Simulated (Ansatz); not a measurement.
The starting structures come from a database of crystals and need not be the phases stable at ambient conditions.

 Where the default PAW files enter, the runs use the earlier of Ansatz's two default sets.

The decay constant κ of evanescent states in the gap governs leakage through a thin film.

Input:

```yaml
crystal:
  lattice:
    - [4.74978, 0.00000, 0.00000]
    - [0.00000, 5.11724, 0.00000]
    - [0.00000, 0.00000, 8.83457]
  atoms:
    - { symbol: Li, position: [0.00000, 0.50000, 0.00000] }
    - { symbol: Li, position: [0.50000, 0.00000, 0.00000] }
    - { symbol: Li, position: [0.50000, 0.00000, 0.50000] }
    - { symbol: Li, position: [0.00000, 0.50000, 0.50000] }
    - { symbol: Ta, position: [0.44176, 0.44892, 0.25000] }
    - { symbol: Ta, position: [0.55824, 0.55108, 0.75000] }
    - { symbol: Ta, position: [0.94176, 0.05108, 0.75000] }
    - { symbol: Ta, position: [0.05824, 0.94892, 0.25000] }
    - { symbol: O, position: [0.69853, 0.12030, 0.25000] }
    - { symbol: O, position: [0.30147, 0.87970, 0.75000] }
    - { symbol: O, position: [0.19853, 0.37970, 0.75000] }
    - { symbol: O, position: [0.80147, 0.62030, 0.25000] }
    - { symbol: O, position: [0.21101, 0.20684, 0.10592] }
    - { symbol: O, position: [0.78899, 0.79316, 0.89408] }
    - { symbol: O, position: [0.71101, 0.29316, 0.89408] }
    - { symbol: O, position: [0.28899, 0.70684, 0.10592] }
    - { symbol: O, position: [0.28899, 0.70684, 0.39408] }
    - { symbol: O, position: [0.71101, 0.29316, 0.60592] }
    - { symbol: O, position: [0.78899, 0.79316, 0.60592] }
    - { symbol: O, position: [0.21101, 0.20684, 0.39408] }
```

Space group of this cell: Pnma. The cell is taken as given; by PBEsol its mean pressure is -6.9 GPa.

Transport runs along the normal of the first two printed cell vectors.

The gap is the functional's own. No spin-orbit coupling. Mid-gap values are interpolated on the energy grid.

Question: Give the band gap and the smallest decay constant κ at mid-gap that PBEsol (Ansatz, an electronic-structure program) yields.

Answer: Gap 2.47 eV on a 6×6×4 mesh; κ = 0.350 1/Å, at the zone centre.
